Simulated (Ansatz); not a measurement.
BN (P6_3mc), PBE, rigid bands (Ansatz, a first-principles code): Condition of this run: uniaxial stress along c of -36 GPa (compression positive) (the target of the relaxation). band gap 5.19 eV, N_c = 1.44e19 cm⁻³ and N_v = 4.77e19 cm⁻³ at 300 K, conductivity masses along z (a = (2.54, 0.00, 0.00) Å; b = (-1.27, 2.20, 0.00) Å; c = (0.00, 0.00, 4.37) Å) of 0.330 mₑ (electrons) and 1.49 mₑ (holes). Take k_BT = 0.02585 eV.

Q: Find the intrinsic carrier density and the intrinsic Fermi level.

A: n_i = √(N_c N_v) exp(−E_g/2k_BT) = 2.62e19 × exp(−100.38) = 6.7e-25 cm⁻³. The level lies (k_BT/2) ln(N_v/N_c) = 15 meV from mid-gap (positive towards the conduction band). Each 0.1 eV added to the gap lowers n_i by a factor of 6.9.

Q: A film of it is 2 nm thick, with its normal along the direction named. Estimate the confinement energies in an infinite well.

A: ħ²π²/(2m t²) = 0.376 eV·nm²/(m/mₑ × t²) gives 285 meV for electrons and 63.1 meV for holes, so the gap would widen to about 5.54 eV. Finite barriers and nonparabolic bands lower this, and with several valleys or bands the heaviest mass along the normal sets the lowest level, not this average.

Q: What thermal injection velocity √(2k_BT/πm) limits a ballistic channel along the direction named?

A: 9.37e6 cm/s for electrons and 4.41e6 cm/s for holes, a ratio of √(m_h/m_e) = 2.12, for dilute carriers.

Rigid, parabolic bands with the computed gap; masses take one relaxation time for all states. Spin-orbit coupling is left out. Geometry: cell and atoms relaxed with PBEsol.
